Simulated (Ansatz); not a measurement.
Start from HgTe in the zinc blende structure (space group F-43m, No. 216; a = 6.573 Å). Axes: x, y, z lie along the cube axes.

Level of theory: r2SCAN (Ansatz, a first-principles code, PAW, scalar-relativistic without spin-orbit coupling).

Strains are applied to the cell and any free atomic positions relax; under biaxial strain the out-of-plane vector relaxes too.

One change was made to it. Results:

The energy increases by 5.4 meV/atom; the volume per atom drops by 0.60 Å³ (35.49 Å³ → 34.89 Å³); the pressure (mean of the normal stresses, compression positive) goes from zero to 0.7 GPa.

Name the change that was made.
(A) biaxial strain −2.00 %, plane normal [001], relaxed out of plane
(B) biaxial strain −2.50 %, plane normal [001], relaxed out of plane
(C) biaxial strain −1.00 %, plane normal [001], relaxed out of plane
(D) biaxial strain −3.00 %, plane normal [001], relaxed out of plane

B, biaxial strain −2.50 %, plane normal [001], relaxed out of plane. For comparison, the energy relative to the base in the other runs: biaxial strain −3.00 %, plane normal [001], relaxed out of plane gives +7.9 meV/atom; biaxial strain −1.00 %, plane normal [001], relaxed out of plane gives +0.8 meV/atom; biaxial strain −2.00 %, plane normal [001], relaxed out of plane gives +3.4 meV/atom.

No phonon test of stability was made. The final runs are not spin-polarised.
